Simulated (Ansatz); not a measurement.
The starting structures come from a database of crystals and need not be the phases stable at ambient conditions.

Input:

```yaml
crystal:
  lattice:
    - [4.00750, 0.00000, 0.00000]
    - [0.00000, 5.82408, 0.00000]
    - [0.00000, 0.00000, 5.82405]
  atoms:
    - { symbol: Sr, position: [0.50000, 0.51882, 0.76484] }
    - { symbol: Sr, position: [0.50000, 0.01882, 0.23516] }
    - { symbol: Ta, position: [0.00000, 0.01727, 0.73296] }
    - { symbol: Ta, position: [0.00000, 0.51727, 0.26704] }
    - { symbol: N, position: [0.00000, 0.75866, 0.48840] }
    - { symbol: N, position: [0.00000, 0.25866, 0.51160] }
    - { symbol: O, position: [0.50000, 0.98851, 0.76953] }
    - { symbol: O, position: [0.50000, 0.48851, 0.23047] }
    - { symbol: O, position: [0.00000, 0.71679, 0.98274] }
    - { symbol: O, position: [0.00000, 0.21679, 0.01726] }
```

Space group of this cell: Pmc2_1. The cell is taken as given; by PBEsol its mean pressure is -6.3 GPa.

Transport runs along the normal of the first two printed cell vectors.

The gap is the functional's own, uncorrected, and κ follows it; spin-orbit coupling is left out. Mid-gap values are interpolated between the computed energies.

Question: Predict the band gap and the smallest decay constant κ at mid-gap from Ansatz (a quantum-chemistry and plane-wave program) with PBEsol.

Answer: Gap 1.19 eV on a 8×6×6 mesh; κ = 0.252 1/Å, at the zone centre.
